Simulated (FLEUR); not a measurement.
Band structure of Ni₃Si (Pm-3m, 4 atoms in the cell).

```
Ni3Si
1.0
    3.59670     0.00000     0.00000
    0.00000     3.59670     0.00000
    0.00000     0.00000     3.59670
Si Ni
1 3
Direct
  0.00000   0.00000   0.00000
  0.00000   0.50000   0.50000
  0.50000   0.00000   0.50000
  0.50000   0.50000   0.00000
```

Method of the run: PBE, all-electron FLAPW (FLEUR), scalar-relativistic valence in FLEUR.

Settings: Kmax = 4.6 1/bohr; GmaxXC = 18.4 1/bohr; xcFunctional = pbe; jspins = 1; l_soc = F; mode = hist; fermiSmearingEnergy = 0.00999582 Htr; mesh (inpgen div1-3) = 7 7 7; inpgen gamma flag = false; Gmax = 18.4 1/bohr; numbands = 0; maxIterBroyd = 40; imix = Anderson; alpha = 0.05.

The starting cell has typed, rounded lattice constants, without a prior relaxation at this level. Its lattice was rescaled by a random factor within 2.5 % of one. Spin polarisation is off. Values depend on the basis (sphere radii, cutoffs, local orbitals), which need not be converged.

Levels in eV from the Fermi level, bands 23 to 30:
```
point     23     24     25     26     27     28    29    30
-----  -----  -----  -----  -----  -----  -----  ----  ----
Γ      -0.63  -0.63  -0.34  -0.05  -0.05  -0.05  4.06  5.93
X      -1.24  -1.10  -0.58  -0.05   3.25   3.25  4.52  4.99
M      -1.36  -1.06  -0.98  -0.92   0.51   0.51  5.10  5.87
R      -1.18  -1.18  -0.38  -0.26  -0.26  -0.26  0.84  3.62
```
